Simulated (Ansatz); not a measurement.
**Cu2O, carrier doping**

The reference is Cu$_{2}$O (space group Pn-3m, No. 224; a = 4.2991 Å).

Carriers are added at fixed cell with a uniform background; the Fermi–Dirac width is that of 300 K.

Levels (all Ansatz, a quantum-chemistry and plane-wave program, PAW, earlier PAW set): PBE (420 eV, spin-orbit coupling left out); r2SCAN (500 eV, spin-orbit coupling left out).

The base cell above is that of PBE; each level relaxes its own structures.

| case | gap between the host's bands, PBE | gap between the host's bands, r2SCAN |
|---|---|---|
| electrons 2.0×10^21 cm⁻³ | 0.47 eV | ? |
| electrons 3.0×10^21 cm⁻³ | 0.46 eV | 0.77 eV |
| electrons 5.0×10^21 cm⁻³ | 0.46 eV | 0.76 eV |
| electrons 2.0×10^22 cm⁻³ | 0.43 eV | 0.68 eV |
| holes 2.0×10^21 cm⁻³ | 0.48 eV | ? |
| holes 3.0×10^21 cm⁻³ | 0.48 eV | ? |
| holes 5.0×10^21 cm⁻³ | 0.49 eV | ? |
| holes 2.0×10^22 cm⁻³ | 0.58 eV | 0.89 eV |

**Question.** Some entries are withheld; estimate them.

**Answer.** 
- electrons 2.0×10^21 cm⁻³, gap between the host's bands, r2SCAN: 0.78 eV
- holes 2.0×10^21 cm⁻³, gap between the host's bands, r2SCAN: 0.80 eV
- holes 3.0×10^21 cm⁻³, gap between the host's bands, r2SCAN: 0.80 eV
- holes 5.0×10^21 cm⁻³, gap between the host's bands, r2SCAN: 0.81 eV

PBE lies below r2SCAN in every row, by 0.25 eV to 0.32 eV. Near ties aside, they put the cases in the same order.

Carriers are added with a uniform compensating background; total energy and stress of such cells depend on the potential's zero and are not compared; many-body gap narrowing is missing at this level. No phonon test of stability was made. No Hubbard U is applied. The final runs are not spin-polarised.
